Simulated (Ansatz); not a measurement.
Step by step: reaction energy

Subject: the reaction energy. Reaction: 1/2 Si (diamond) + H2O (gas) → 1/2 SiO2 (quartz) + H2 (gas). The sign is products less reactants.

SiO2 (quartz, P3₂21), 9 atoms in the cell. Conventional cell: a = 5.0199 Å, b = 5.0199 Å, c = 5.5088 Å, α = 90.00°, β = 90.00°, γ = 120.00°.

Setting: static, neutral cells in Ansatz (PAW) whose structures rest at the PBE level. Ansatz (a program for electronic structure) runs with its default PAW set. Other levels take these structures. The lattices are those relaxed with PBE, so at other levels the solids can be strained, which adds to the spread. A dispersion term (D3(BJ), or D4 for r2SCAN) was computed beside these levels and is taken off wherever the name lacks it.

Total energies of the cells in eV, at zero smearing width. They compare only within one column; the weights balance every element.

```json
[
 {"cell": "SiO2 (quartz)", "atoms": "9", "weight": "+1", "r2SCAN": "-5340.22142", "PBEsol": "-5239.81877"},
 {"cell": "Si (diamond)", "atoms": "2", "weight": "−3/2", "r2SCAN": "-1278.13039", "PBEsol": "-1242.97967"},
 {"cell": "H2 (gas)", "atoms": "2", "weight": "+6", "r2SCAN": "-31.88989", "PBEsol": "-31.21752"},
 {"cell": "H2O (gas)", "atoms": "3", "weight": "−6", "r2SCAN": "-600.36457", "PBEsol": "-592.13597"}
]
```

r2SCAN: (-5340.22142) − 3/2 × (-1278.13039) + 6 × (-31.88989) − 6 × (-600.36457) = -12.178 eV; dividing by 6 gives -2.03 eV.

PBEsol: (-5239.81877) − 3/2 × (-1242.97967) + 6 × (-31.21752) − 6 × (-592.13597) = -9.839 eV; dividing by 6 gives -1.64 eV.

What follows from the r2SCAN value: Per mole of the reaction as written, -2.030 eV × 96.485 = -195.9 kJ.
